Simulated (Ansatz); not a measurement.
C on the 1x1 (110) surface of rutile TiO2 (cut with top plane O), one in a 2x1 cell, started at the site 'top O'

Host crystal: rutile TiO2, with a band gap (PBE, scalar-relativistic without spin-orbit coupling).

These are PBE (plane waves to 420 eV, PAW; Ansatz, a first-principles code) values and carry that method's errors.

Set-up: 49 atoms, 12.7 Å thick at the start under the adsorbate; mesh 4x3x1; 0.01 eV smearing; dipole correction on; 24 atoms held, the rest relaxed; held to the start's symmetry, so lower structures may exist; spin-polarised, ending with about 1.9 μB a cell, a value that depends on the mesh; orders that need a larger cell were not tried, no spin-orbit, no U, no dispersion correction. The slab shows no gap over 0.04 eV on its mesh. At the end it is bonded to O. In PBE it is, or lies within 0.03 eV of, the lowest of the starts that converged.

* **energy of the end state, in which the adsorbate paired with a surface O atom, against an atom of graphite**: 3.86 eV
* **change of the step from the bottom to the top vacuum level, against the clean slab**: -1.37 eV
* **energy released by relaxation**: 2.43 eV
* **height of the binding atom over the mean of the host atoms within 0.3 Å of the top one**: 1.140 Å
* **largest move of a host atom**: 0.94 Å
* **caution**: the host itself rearranges in this cell, so the energy holds part of a reconstruction

A negative adsorption energy means that the adsorbate is more stable on the surface than in its reference.
